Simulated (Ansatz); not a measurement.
System: ZrTeSe (P4/nmm, No. 129, 6 atoms in the cell; start mp-1120787). Method: r²SCAN in Ansatz (plane waves, PAW).

Numerical settings: plane-wave cutoff 560 eV, 8×8×6 k mesh (along the axes of the cell as run), Fermi–Dirac smearing 0.01 eV, scalar-relativistic PAW data made under PBE.

Cell (relaxed at this level):

```
CELL_PARAMETERS angstrom
      4.60668     0.00000     0.00000
      0.00000     4.60668     0.00000
      0.00000     0.00000     7.21098
ATOMIC_POSITIONS crystal
  Zr 0.50000 0.00000 0.25729
  Zr 0.00000 0.50000 0.74271
  Te 0.50000 0.50000 0.00000
  Te 0.00000 0.00000 0.00000
  Se 0.50000 0.00000 0.62602
  Se 0.00000 0.50000 0.37398
```

Problem. Give the computed band gap, smallest direct gap on the k points sampled and Γ–Γ gap.

Solution. 
* **band gap**: 0.46 eV
* **smallest direct gap on the k points sampled**: 0.88 eV
* **Γ–Γ gap**: 1.23 eV

Spin–orbit coupling is not included; with these elements it can move the gap by several tenths of an eV or more.

Static lattice: no zero-point or thermal effects.

It cost around 2.7 core-minutes (rough) of CPU time.

A start named mp-… is a Materials Project structure, which need not be a measured phase.

Ansatz is a first-principles code.
